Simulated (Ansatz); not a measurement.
Band structure of Cu2As (P4/nmm, 6 atoms in the cell).

```
Cu2As
1.0
    3.73659     0.00000     0.00000
    0.00000     3.73659     0.00000
    0.00000     0.00000     5.82176
Cu As
4 2
Direct
  0.50000   0.50000   0.00000
  0.00000   0.00000   0.00000
  0.50000   0.00000   0.29996
  0.00000   0.50000   0.70004
  0.50000   0.00000   0.71301
  0.00000   0.50000   0.28699
```

Method of the run: PBEsol, default PAW files made with PBE (plane waves; Ansatz, a program for electronic structure).

Settings: basis.ecutwfc = 420 eV; kpoints.mp_grid.grid = 7 7 5; hamiltonian.xc = pbesol; hamiltonian.pseudopotentials = {kind: paw} (the program's default PAW files); scf.occupations.method = fermi_dirac; scf.occupations.width = 0.1 eV; kpoints.band_path.npoints = 8.

The starting cell comes from a database of computed structures (which also holds hypothetical and non-ambient phases and stackings), without a prior relaxation at this level. Its lattice was rescaled by a random factor within 2.5 % of one. Spin polarisation is off. The run gives no clean gap (levels at the Fermi energy touch, overlap or are partly filled at this smearing), which alone does not show that the compound is a metal.

Levels in eV from the Fermi level, bands 50 to 57:
```
point     50     51     52     53     54    55    56    57
-----  -----  -----  -----  -----  -----  ----  ----  ----
Γ      -2.47  -2.34  -0.77   0.89   0.94  0.94  2.58  4.08
X      -2.09  -1.64  -1.64   1.01   1.01  3.35  3.35  5.34
M      -2.32  -2.09  -2.09  -2.08  -2.08  0.11  0.11  2.95
Z      -1.44  -0.99  -0.99  -0.22  -0.22  2.05  2.50  4.27
R      -2.42   0.49   0.49   1.45   1.45  1.50  1.50  4.12
A      -2.54  -2.37  -2.37  -1.73  -1.73  3.25  3.25  4.44
```

Bands cross the Fermi level along this path, so the cell is metallic at this level.

Keys are those of Ansatz 0.2.
